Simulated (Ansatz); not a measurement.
Related cells compared by their density of states at the Fermi level.

Cell A: TaSi2 (P6₂22), 9 atoms in the cell, k-point mesh 12×12×6 on the run's own vectors.
```xyz
9
Lattice="4.8064 0.0000 0.0000 -2.4032 4.1625 0.0000 0.0000 0.0000 6.5989" Properties=species:S:1:pos:R:3 pbc="T T T"
Ta     3.6048     2.0812     1.0998
Ta     2.4032     0.0000     3.2995
Ta     1.2016     2.0812     5.4991
Si     2.4032     2.8391     3.2995
Si    -1.2571     3.5008     5.4991
Si     1.1461     0.6617     1.0998
Si     0.0000     1.3233     3.2995
Si     3.6604     0.6617     5.4991
Si     1.2571     3.5008     1.0998
```

Cell B: WSi2 (I4/mmm), 3 atoms in the cell; spin state with PBE: run without spin, k-point mesh 12×12×12 on the run's own vectors.
Space group I4/mmm (No. 139); a = 3.2290 Å, b = 3.2290 Å, c = 7.8694 Å, α = 90.00°, β = 90.00°, γ = 90.00°

```
atom  site  symmetry       x       y       z
----  ----  --------  ------  ------  ------
Si      4e       4mm  0.0000  0.0000  0.3345
W       2a     4/mmm  0.0000  0.0000  0.0000
```
(The calculation used a cell of 3 atoms; values per cell refer to that cell.)

Cell C: MoSi2 (I4/mmm), 3 atoms in the cell; spin state with PBE: run without spin, k-point mesh 12×12×12 on the run's own vectors.
```cif
data_MoSi2
_chemical_formula_sum 'Si2 Mo1'
_space_group_name_H-M_alt 'P 1'
_space_group_IT_number 1
_cell_length_a 3.21692
_cell_length_b 3.21692
_cell_length_c 4.54672
_cell_angle_alpha 110.718
_cell_angle_beta 110.718
_cell_angle_gamma 90.000
loop_
_space_group_symop_operation_xyz
  'x, y, z'
loop_
_atom_site_label
_atom_site_type_symbol
_atom_site_fract_x
_atom_site_fract_y
_atom_site_fract_z
_atom_site_occupancy
Si1 Si 0.33508 0.33508 0.67016 1
Si2 Si 0.66492 0.66492 0.32984 1
Mo1 Mo 0.00000 0.00000 0.00000 1
```

Plane-wave PAW calculations with Ansatz (an electronic-structure program), its PAW set soft_1, cutoff 500 eV. The structures are at rest with PBE; other levels are single points on them. Neutral cells; Fermi-Dirac smearing of at most 0.05 eV in the solids, energies taken to zero width. The lattices are those relaxed with PBE, so at other levels the solids can be strained. No structure search was made; lower ones may exist. The runs are scalar-relativistic, without spin-orbit coupling. A dispersion term ran beside these levels; it doesn't touch the electrons. Both spins, broadened by a Gaussian of 0.2 eV on the run's mesh.

Q: Give the density of states at the Fermi level (states/eV per atom) at the level r2SCAN, cell by cell.

A: 
| cell | r2SCAN |
|---|---|
| A | 0.33 |
| B | 0.09 |
| C | 0.08 |

With r2SCAN the value is lowest for C and highest for A.
